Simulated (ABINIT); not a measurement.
Input and output of a self-consistent single point for Ir (Fm-3m, 1 atom in the cell) (ABINIT).

Method of the run: PBEsol, PAW (JTH v2.0 PBE PAW, files made for PBE) (plane waves; ABINIT).

```
CELL_PARAMETERS angstrom
      0.00000     1.92000     1.92000
      1.92000     0.00000     1.92000
      1.92000     1.92000     0.00000
ATOMIC_POSITIONS crystal
  Ir 0.00000 0.00000 0.00000
```

Reference input (self-consistent single point, DFT, PBE, plane waves, PAW (JTH v2.0 PBE PAW)): pseudos = [Ir.GGA_PBE-JTH.xml]; ecut = 20 Ha; pawecutdg = 40 Ha; pawxcdev = 0; ixc = 11; occopt = 3; tsmear = 0.1 eV; ngkpt = 10 10 10; nshiftk = 1; shiftk = 0 0 0; potentials = JTH v2.0 PBE PAW; nband = 13. This run's input differs from it in these lines:

```diff
@@ -16,3 +16,3 @@
 pawxcdev 0
-ixc 11
+ixc -116133
 occopt 3
```

The program printed (abridged):

```
--- !BeginCycle
solver: {iscf: 17, nstep: 60, nline: 4, wfoptalg: 10, }
tolerances: {tolvrs: 1.00E-10, }
...

     iter   Etot(hartree)      deltaE(h)  residm     nres2
 ETOT  1  -75.246306874690    -7.525E+01 3.616E+01 6.588E+00
 ETOT  2  -77.162452736521    -1.916E+00 1.254E-01 1.133E+01
 ETOT  3  -77.127556882833     3.490E-02 1.764E-02 2.817E+00
 ETOT  4  -77.119974649251     7.582E-03 5.140E-03 2.567E-01
 ETOT  5  -77.119684969633     2.897E-04 2.637E-03 1.038E-03
   [... 4 lines left out ...]
 ETOT 10  -77.119722100535    -1.812E-09 1.622E-05 4.048E-08
 ETOT 11  -77.119722100582    -4.695E-11 4.753E-05 3.348E-09
 ETOT 12  -77.119722100593    -1.063E-11 2.567E-05 6.415E-10
 ETOT 13  -77.119722100590     2.601E-12 4.907E-05 2.849E-11
 At SCF step   13       nres2   =  2.85E-11 < tolvrs=  1.00E-10 =>converged.

 Cartesian components of stress tensor (hartree/bohr^3)
  sigma(1 1)=  6.45019376E-05  sigma(3 2)=  0.00000000E+00
  sigma(2 2)=  6.45019376E-05  sigma(3 1)=  0.00000000E+00
  sigma(3 3)=  6.45019376E-05  sigma(2 1)=  0.00000000E+00

 ----iterations are completed or convergence reached----

 reduced coordinates (array xred) for    1 atoms
       0.000000000000      0.000000000000      0.000000000000
 cartesian forces (eV/Angstrom) at end:
    1     -0.00000000000000    -0.00000000000000    -0.00000000000000
 frms,max,avg= 0.0000000E+00 0.0000000E+00   0.000E+00  0.000E+00  0.000E+00 e/A
 length scales=  5.131154546574  5.131154546574  5.131154546574 bohr
              =  2.715290039800  2.715290039800  2.715290039800 angstroms
   [... lines left out ...]
 Fermi (or HOMO) energy (hartree) =   0.55699   Average Vxc (hartree)=  -0.48948
   [... lines left out ...]
'-kT*entropy'       : -1.19370776196181E-03
total_energy        : -7.71197246777731E+01
total_energy_eV     : -2.09853443138440E+03
...

-Cartesian components of stress tensor (GPa)         [Pressure= -1.8977E+00 GPa]
- sigma(1 1)=  1.89771220E+00  sigma(3 2)=  0.00000000E+00
- sigma(2 2)=  1.89771220E+00  sigma(3 1)=  0.00000000E+00
- sigma(3 3)=  1.89771220E+00  sigma(2 1)=  0.00000000E+00

 Calculation completed.
```

The run converged in 13 iterations. Against the reference run the pressure goes from 8.83 to -1.90 GPa.

The starting cell has typed, rounded lattice constants, without a prior relaxation at this level. Spin polarisation is off. The potentials were made for another functional than the one used.
